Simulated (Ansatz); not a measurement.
A self-consistent single point of Sc (P6_3/mmc, 4 atoms in the cell) with Ansatz (a program for electronic structure).

Method of the run: LDA (PW92), harder PAW files (source: ansatz) made with PBE (plane waves; Ansatz).

```
Sc
1.0
    3.29985     0.00000     0.00000
   -1.64993     2.85775     0.00000
    0.00000     0.00000    10.61729
Sc
4
Cartesian
  0.00000   0.00000   0.00000
  0.00000   0.00000   5.30865
  0.00000   1.90517   2.65432
  1.64993   0.95258   7.96297
```

Reference input (self-consistent single point, DFT, LDA (PW92), plane waves, harder PAW files (source: ansatz) made with PBE): basis.ecutwfc = 610 eV; kpoints.mp_grid.grid = 8 8 2; hamiltonian.xc = lda; hamiltonian.pseudopotentials = {kind: paw, source: ansatz}; scf.occupations.method = methfessel_paxton; scf.occupations.width = 0.05 eV. This run's input differs from it in these lines:

Ansatz 0.2 input:
```diff
@@ -11,3 +11,3 @@
 basis:
-  ecutwfc: 610.0
+  ecutwfc: 425.0
 kpoints:
```

Log, with long lists cut:

```
SCF iter   1: F=—  HF=-8355.821885 eV  |F-HF|=—  |Δ(HF+E_count)|=         —  Δρ=2.42e-2  dr2=7.24e-1  ethr=3.10e-3  ⟨swp⟩=5.6  Hψ=2028  notcnv=0
all-band conjugate gradients solve this SCF's bands
preconditioner: auto → Kerker (q_TF=auto, 2.379 Å⁻¹)
SCF iter   2: F=—  HF=-8355.621687 eV  |F-HF|=—  |Δ(HF+E_count)|=   2.00e-1  S|Δr|=    0.00e0  Δρ=1.09e-2  dr2=1.71e-1  ethr=1.65e-3  ⟨swp⟩=2.0  Hψ=861  notcnv=0  defer=10
   [... lines left out ...]
SCF iter   6: F=—  HF=-8355.577573 eV  |F-HF|=—  |Δ(HF+E_count)|=   1.12e-4  S|Δr|=    0.00e0  Δρ=1.93e-4  dr2=3.94e-5  ethr=1.10e-6  ⟨swp⟩=2.0  Hψ=885  notcnv=0  defer=10
SCF iter   7: F=—  HF=-8355.577579 eV  |F-HF|=—  |Δ(HF+E_count)|=   5.78e-6  S|Δr|=    0.00e0  Δρ=3.91e-5  dr2=1.66e-6  ethr=8.95e-8  ⟨swp⟩=3.0  Hψ=1007  notcnv=0  defer=10
SCF iter   8: F=-8355.577578 eV  HF=-8355.577578 eV  |F-HF|=5.38e-10  |Δ(HF+E_count)|=   5.15e-7  S|Δr|=    0.00e0  Δρ=2.51e-6  dr2=5.58e-9  ethr=2.27e-10  ⟨swp⟩=7.8  Hψ=2814  notcnv=0
SCF 1 converged in 8 iterations: F = -8355.577578 eV  dr2 = 5.58e-9
Stability not checked (fill_not_monotonic)
Free energy (F): -8355.577578 eV
Internal energy: -8355.576153 eV  (E = F + TS)
E sigma→0 (E₀):  -8355.577222 eV
Entropy (-TS):   -0.001425 eV (-0.356 meV/atom)
Fermi energy:    8.744277 eV
--- Forces (eV/Å), atoms counted from 1 ---
  atom   1  Sc     0.00000000    -0.00000000     0.00000000
   [... zero for the other atoms too ...]
--- Stress (GPa, compression-positive) ---
       -5.367694      -0.000000       0.000000
       -0.000000      -5.367694       0.000000
        0.000000       0.000000      -6.092180
  P = ⅓ Tr σ = -5.6092 GPa (-56.092 kbar)
  The stress holds the Pulay correction. Without it, at fixed plane waves, as pw.x and ABINIT print it: P = -8.9614 GPa
```

The run converged in 8 iterations. Against the reference run the free energy goes up by 63.9 meV/atom and the pressure hardly changes (-5.55 to -5.61 GPa).

The starting cell was generated: these elements placed on a structure prototype, without a prior relaxation; it need not be a known phase or ordering of this composition. Ansatz's pressure includes its estimate of the finite-basis (Pulay) stress. Without the estimate this run gives -8.96 GPa. The cutoff lies below the one recommended for these files.
